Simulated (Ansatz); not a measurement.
The reference is C in the diamond structure (space group Fd-3m, No. 227; a = 3.554 Å). Axes: x, y, z lie along the cube axes.

Modification: uniaxial strain ε_xx = +1.27 %, all other strain components held at zero; the atoms relax in the strained cell.

Levels (all Ansatz, an electronic-structure program, PAW): PBEsol (420 eV, no spin-orbit coupling); HSE06+SOC (420 eV, spin-orbit coupling included).

The geometry is relaxed with PBEsol.

| Quantity | Value |
|---|---|
| PBEsol valence-band top at Γ | 0.00, 0.00, -0.19 eV |
| PBEsol lowest conduction level above the VBM at special points | X 4.44 eV; M 4.74 eV; Γ 5.42 eV |

With HSE06+SOC at the same geometry, the valence-band top at Γ (three highest Kramers pairs, from the VBM) changes from 0.00, 0.00, -0.19 eV to 0.00, -0.01, -0.21 eV; the lowest conduction level above the VBM at special points changes from X 4.44 eV; M 4.74 eV; Γ 5.42 eV to X 5.74 eV; M 6.04 eV; Γ 6.84 eV.

Single points use the geometry relaxed with PBEsol. HSE06 was sampled on its mesh, a few special points and the semilocal edge points, so its gap is an upper bound. The spin-orbit shifts are approximate. The levels and masses belong to the bands next to the band gap. Stability against distortions was not tested. k-point labels follow each cell's own Brillouin zone.
